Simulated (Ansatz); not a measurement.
## AlN: band gap against strain

AlN (wurtzite, P6_3mc, 10.211 Å³/atom at rest, c along z) under an equal strain ε in the (0001) plane with the normal axis free, as in a coherent film. LDA in Ansatz, a plane-wave DFT program (PAW, default set), 420 eV, 12×12×7 Γ-centred mesh, Fermi-Dirac smearing 0.05 eV; ions are relaxed within the symmetry of each cell. Gaps are the smallest over the k-mesh and a band path, without spin-orbit coupling; in all rows the valence edge lies at Γ and the conduction edge at Γ.

Here s stands for strain and Eg for gap.

| strain (%) | gap (eV) |
|---|---|
| 0.00 | 4.416 |
| 0.60 | 4.290 |
| 1.20 | 4.163 |
| 1.80 | 4.038 |
| 3.00 | ? |

Problem. Fit Eg against s with a straight line, and predict the withheld value at s = 3.00.

Solution. Means: s 0.90000, Eg 4.2268. About the means, the sum of products is -0.37830 and the sum of squares of s is 1.8000; the slope is their ratio. Least squares gives Eg = 4.4159 - 0.21017·s. Residuals (row less fit): 0.0001, 0.0002, -0.0007, 0.0004; standard error 0.0006 (degrees of freedom: 2). Over these rows the gap moves by -21 ± 0.04 eV per unit strain. At the withheld row, Eg = 4.4159 - 0.21017 × 3.0 = 3.7854 eV. The calculation gives 3.795 eV, 0.0096 eV above the prediction (1.5 % of the range of Eg in the table). The row lies outside the fitted rows, so this is an extrapolation. The fitted rows scatter only by rounding.

One order more, fitted to all 6 runs of the series, follows each within 0.001, so the miss is the next term of a smooth law. Rows are the converged runs of the series near zero and its far end; series whose fitted rows scatter by over a few per cent of the range, as at a crossing or softening among them, aren't shown in this form. Most that stay on the fit to the last digits aren't either.
